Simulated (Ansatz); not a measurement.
Reference: InP (F-43m), PBEsol with spin-orbit coupling, rigid bands (plane waves, PAW; Ansatz, a program for electronic structure); axes and stresses refer to this cell.

```xyz
2
Lattice="0.0000 2.9392 2.9392 2.9392 0.0000 2.9392 2.9392 2.9392 0.0000" Properties=species:S:1:pos:R:3 pbc="T T T"
In     0.0000     0.0000     0.0000
P      1.4696     1.4696     1.4696
```

The hole conductivity mass is 0.56 mₑ and the band gap is 0.54 eV. The Seebeck coefficient, p-type 1e19 cm⁻³ is 317 μV/K.

Q: Change: uniaxial stress along [111] of -2 GPa (compression positive). What happens to hole conductivity mass, band gap, Seebeck coefficient, p-type 1e19 cm⁻³?

A: hole conductivity mass falls to 0.47 mₑ; band gap falls to 0.43 eV; Seebeck coefficient, p-type 1e19 cm⁻³ decreases to 289 μV/K.

Masses are for dilute carriers at 300 K, harmonic means over directions unless an axis is named. Seebeck coefficients are for the stated density at 300 K, with one relaxation time for all states and whether or not that doping can be reached. Stresses and pressures are the targets of the relaxation.  The structure type is held under load, also where the real crystal would transform.
